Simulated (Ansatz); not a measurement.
WAlB (Cmcm, No. 63, 6 atoms in the cell; start mp-1070916): bulk modulus by level of theory

No measured value is used here.

| level (code) | value (GPa) | cell (Å³/atom) |
|---|---|---|
| LDA (Ansatz) | 248 | 11.25 |
| PBEsol (Ansatz) | 238 | 11.48 |
| r²SCAN (Ansatz) | 243 | 11.53 |

Density-functional levels without +SOC have no spin–orbit coupling. LDA, PBEsol, r²SCAN: the run has no spin polarisation, so it can have missed a magnetic state. LDA, PBEsol, r²SCAN: the bulk modulus is −V dP/dV from two relaxed cells at ±2 % in volume. LDA, PBEsol, r²SCAN: the relaxation could not lower the start's symmetry, so the cell can be a saddle point above a distorted one. Each level is taken at its own relaxed cell. Cutoffs differ between the levels. Ansatz's density-functional and Hartree–Fock values are scalar-relativistic unless marked +SOC, with PAW data made under PBE.

A start named mp-… is a Materials Project structure, which need not be a measured phase.

Ansatz is a first-principles code.
